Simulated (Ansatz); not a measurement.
# Pressure series in TaS2

The reference is TaS₂ in the CdI2 type structure (space group P-3m1, No. 164; layered, stacked along the Cartesian z axis).

```
TaS2
1.0
    3.32937     0.00000     0.00000
   -1.66469     2.88332     0.00000
    0.00000     0.00000     5.78619
Ta S
1 2
Direct
  0.00000   0.00000   0.00000
  0.33333   0.66667   0.26690
  0.66667   0.33333   0.73310
```

Cell and atoms are relaxed at each pressure.

Calculations: PBE-D3(BJ)/PAW in Ansatz (an electronic-structure program), no spin-orbit coupling, earlier PAW set.

| variant | c/a ratio | volume per atom |
|---|---|---|
| base | 1.738 | 18.52 Å³ |
| pressure −2 GPa | 1.808 | 19.77 Å³ |
| pressure −1 GPa | 1.762 | 19.01 Å³ |
| pressure 3 GPa | 1.701 | 17.55 Å³ |
| pressure 7 GPa | 1.678 | 16.70 Å³ |
| pressure 15 GPa | 1.660 | 15.56 Å³ |
| pressure 30 GPa | [?] | [?] |
| pressure 50 GPa | 1.667 | 12.98 Å³ |
| pressure 75 GPa | 1.686 | 11.96 Å³ |
| pressure 100 GPa | 1.703 | 11.22 Å³ |

**Question.** Fill in the withheld entries from the trend.

**Answer.** 
- pressure 30 GPa, c/a ratio: 1.656
- pressure 30 GPa, volume per atom: 14.17 Å³

Load acts through the strain it causes; cell and atoms are relaxed under it. No phonon test of stability was made. No other phases were tried under pressure. The final runs are not spin-polarised. An odd electron count without spin: TaS2.
